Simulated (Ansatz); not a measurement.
## A computed series for hypothetical P6_3/mmc SnSe2: thickness series

Take SnSe₂ in the 2H-MoS2 type structure (space group P6_3/mmc, No. 194; a hypothetical phase, not in the database extracts checked; layered, stacked along the Cartesian z axis) as the base.

```cif
data_Se4Sn2
_chemical_formula_sum 'Sn2 Se4'
_space_group_name_H-M_alt 'P 1'
_space_group_IT_number 1
_cell_length_a 3.83321
_cell_length_b 3.83321
_cell_length_c 11.50508
_cell_angle_alpha 90.000
_cell_angle_beta 90.000
_cell_angle_gamma 120.000
loop_
_space_group_symop_operation_xyz
  'x, y, z'
loop_
_atom_site_label
_atom_site_type_symbol
_atom_site_fract_x
_atom_site_fract_y
_atom_site_fract_z
_atom_site_occupancy
Sn1 Sn 0.33333 0.66667 0.25000 1
Sn2 Sn 0.66667 0.33333 0.75000 1
Se1 Se 0.33333 0.66667 0.59894 1
Se2 Se 0.66667 0.33333 0.09894 1
Se3 Se 0.66667 0.33333 0.40106 1
Se4 Se 0.33333 0.66667 0.90106 1
```

Free-standing slabs (3 atom(s) a layer) normal to the stacking axis with 15 Å of vacuum; in-plane cell relaxed.

Levels (all Ansatz, an electronic-structure program, PAW, earlier PAW set): PBE-D3(BJ) (420 eV, no SOC); PBEsol-D3(BJ) (420 eV, no spin-orbit coupling).

The base cell above is that of PBE-D3(BJ); each level relaxes its own structures.

```csv
case,"shortest interatomic distance, PBE-D3(BJ)","shortest interatomic distance, PBEsol-D3(BJ)"
1 layer,2.769 Å,(withheld)
2 layers,2.763 Å,(withheld)
3 layers,2.770 Å,2.732 Å
4 layers,2.767 Å,2.730 Å
```

Some entries are withheld; estimate them.


- 1 layer, shortest interatomic distance, PBEsol-D3(BJ): 2.736 Å
- 2 layers, shortest interatomic distance, PBEsol-D3(BJ): 2.725 Å

PBE-D3(BJ) lies above PBEsol-D3(BJ) in every row, by 0.033 Å to 0.038 Å. Near ties aside, they put the cases in the same order.

Stability against distortions was not tested. All final runs are without spin polarisation.
